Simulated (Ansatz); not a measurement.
Density of states of AlAs (F-43m) above the conduction band minimum, Ansatz (a first-principles code) with HSE06, rigid bands; cell volume 45.7 Å³.

(energy from edge (eV), 10⁻³ states/eV/cell): (0.006, 15.5); (0.031, 35.5); (0.056, 48.8); (0.081, 59.7); (0.106, 69.9); (0.131, 79.1); (0.156, 88.4); (0.181, 98.3); (0.206, 108); (0.231, 116); (0.256, 126); (0.281, 136); (0.319, 152); (0.344, 160); (0.369, 171); (0.394, 182); (0.419, 192); (0.444, 204); (0.469, 215); (0.494, 226); (0.519, 237); (0.544, 249); (0.569, 259); (0.594, 272)

Problem. What effective density of states at 300 K does this give (∫ g(E) exp(−E/k_BT) dE, both spins, divided by the cell's size)?

Solution. 1.7e19 cm⁻³, a density-of-states mass of 0.76 mₑ, valleys and band degeneracy included.

Spin-orbit coupling is left out. Geometry: cell and atoms relaxed with PBEsol.
